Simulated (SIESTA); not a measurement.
Input and output of a relaxation of the atoms for TlIO3 (R3m, 5 atoms in the cell) (SIESTA).

Method: LDA PW92, numerical atomic orbitals DZP, PseudoDojo LDA standard norm-conserving potentials (rewritten from UPF to PSML) run with SIESTA.

The change in words: one atom moved by 0.15 angstrom; MD.TypeOfRun: default → CG; MD.Steps: default → 40; MD.MaxForceTol: default → 0.02 eV/Ang. Reference geometry:
```
CELL_PARAMETERS angstrom
      3.16025     1.82457     2.66340
     -3.16025     1.82457     2.66340
      0.00000    -3.64914     2.66340
ATOMIC_POSITIONS crystal
  Tl 0.00875 0.00875 0.00875
  I  0.50186 0.50186 0.50186
  O  0.90328 0.46189 0.46189
  O  0.46189 0.90328 0.46189
  O  0.46189 0.46189 0.90328
```

Reference input (self-consistent single point, DFT, LDA PW92, numerical atomic orbitals DZP, PseudoDojo LDA standard norm-conserving potentials (rewritten from UPF to PSML)): XC.functional = LDA; XC.authors = PW92; potentials = PseudoDojo LDA standard; PAO.BasisSize = DZP; PAO.EnergyShift = 0.005 Ry; MeshCutoff = 350 Ry; kgrid.MonkhorstPack = 3 3 3; OccupationFunction = FD; ElectronicTemperature = 20 meV; MaxSCFIterations = 150; SCF.Mixer.Method = Pulay; SCF.Mixer.Weight = 0.1. This run's input differs from it in these lines:

```diff
@@ -19,3 +19,3 @@
 %block AtomicCoordinatesAndAtomicSpecies
-     0.008750000    0.008750000    0.008750000  1
+     0.027523000    0.027523000    0.027523000  1
      0.501860000    0.501860000    0.501860000  2
@@ -45,2 +45,5 @@
 Diag.ParallelOverK           true
+MD.TypeOfRun                 CG
+MD.Steps                     40
+MD.MaxForceTol               0.02 eV/Ang
 WriteForces                  true
```

Output, abridged:

```
        iscf     Eharris(eV)        E_KS(eV)     FreeEng(eV)     dDmax    Ef(eV) dHmax(eV)
   scf:    1    -3308.661616    -3336.620262    -3336.620262  1.491910 -5.865868  8.818224
   scf:    2    -3345.262927    -3341.219207    -3341.219207  0.078496 -5.621007  5.862651
   scf:    3    -3347.201915    -3345.741710    -3345.741710  0.138673 -5.360449  1.698526
   scf:    4    -3345.142349    -3345.580952    -3345.580952  0.108787 -5.896106  1.717859
   scf:    5    -3346.014432    -3345.897113    -3345.897113  0.034424 -5.875172  0.280701
   [... 2 lines left out ...]
   scf:    8    -3345.902346    -3345.902210    -3345.902210  0.002508 -5.875608  0.017019
   scf:    9    -3345.902206    -3345.902227    -3345.902227  0.000872 -5.879315  0.011257
   scf:   10    -3345.902248    -3345.902240    -3345.902240  0.000371 -5.877520  0.001942
   scf:   11    -3345.902241    -3345.902240    -3345.902240  0.000040 -5.877379  0.000270
SCF Convergence by DM+H criterion
max |DM_out - DM_in|         :     0.0000404031
max |H_out - H_in|      (eV) :     0.0002702234
SCF cycle converged after 11 iterations

Using DM_out to compute the final energy and forces

siesta: E_KS(eV) =            -3345.9022

siesta: E_KS - E_eggbox =     -3345.9022

siesta: Atomic forces (eV/Ang):
     1   -0.000000    0.000000   -0.001969
     2    0.000000   -0.000011   -2.435304
     3    1.734940    1.001668    0.810855
     4   -1.734940    1.001668    0.810855
     5    0.000000   -2.003326    0.810850
   Tot   -0.000000   -0.000000   -0.004712
   Max    2.435304
   Res    1.153059    sqrt( Sum f_i^2 / 3N )
   Max    2.435304    constrained

Stress tensor Voigt[x,y,z,yz,xz,xy] (kbar):      -31.01      -31.01       -2.74       -0.00        0.00        0.00
   [... lines left out ...]
outcell: Cell volume (Ang**3)        :     92.1444
        iscf     Eharris(eV)        E_KS(eV)     FreeEng(eV)     dDmax    Ef(eV) dHmax(eV)
siesta: FreeEng =     -3346.163163
   [... lines left out ...]
siesta:     0.035655    0.000000    0.000000
siesta:     0.000000    0.035656   -0.000000
siesta:     0.000000   -0.000000    0.024219

siesta: Cell volume =         92.144403 Ang**3

siesta: Pressure (static):
siesta:                Solid            Molecule  Units
siesta:          -0.00034682         -0.00034668  Ry/Bohr**3
siesta:          -0.03184337         -0.03183052  eV/Ang**3
siesta:         -51.01870623        -50.99811518  kBar
```

The run converged. 

Summary of the result:
- Free energy E − TS: -3346.1632 eV
- Top of the valence band (on the code's own zero): -6.42 eV
- Gap on the k-point mesh: 3.07 eV
- Pressure: -5.10 GPa
- Largest force (vector length): 0.015 eV/Å
- Relaxation steps: 8

The starting cell comes from a database of computed structures (which also holds hypothetical and non-ambient phases and stackings), without a prior relaxation at this level. Its lattice was rescaled by up to half a per cent. For this run, on top of that: one atom moved by 0.15 angstrom. Spin-orbit coupling is off. Values carry the incompleteness of an atom-centred basis.

Cost on one core of a shared machine: roughly 3 min.
